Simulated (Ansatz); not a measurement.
**A computed series for KCl: response to strain**

Take KCl in the rock salt structure (space group Fm-3m, No. 225) as the base.

```yaml
crystal:
  lattice:
    - [0.00000, 3.12135, 3.12135]
    - [3.12135, 0.00000, 3.12135]
    - [3.12135, 3.12135, 0.00000]
  atoms:
    - { symbol: K, position: [0.00000, 0.00000, 0.00000] }
    - { symbol: Cl, position: [0.50000, 0.50000, 0.50000] }
```

Cartesian axes are those of the cell as printed.

Strains are applied to the cell and any free atomic positions relax; under biaxial strain the out-of-plane vector relaxes too.

The values are results of PBEsol (Ansatz, a first-principles code), no spin-orbit coupling, not measurements.

Candidates:
(a) biaxial strain −1.67 %, plane normal [111], relaxed out of plane
(b) biaxial strain −2.50 %, plane normal [111], relaxed out of plane
(c) biaxial strain +0.42 %, plane normal [111], relaxed out of plane
(d) biaxial strain +1.67 %, plane normal [111], relaxed out of plane

### Question
Order them by out-of-plane strain, lowest first.

### Answer
(d) biaxial strain +1.67 %, plane normal [111], relaxed out of plane (-1.74 %), (c) biaxial strain +0.42 %, plane normal [111], relaxed out of plane (-0.41 %), (a) biaxial strain −1.67 %, plane normal [111], relaxed out of plane (+1.75 %), (b) biaxial strain −2.50 %, plane normal [111], relaxed out of plane (+2.58 %)

Stability against distortions was not tested.
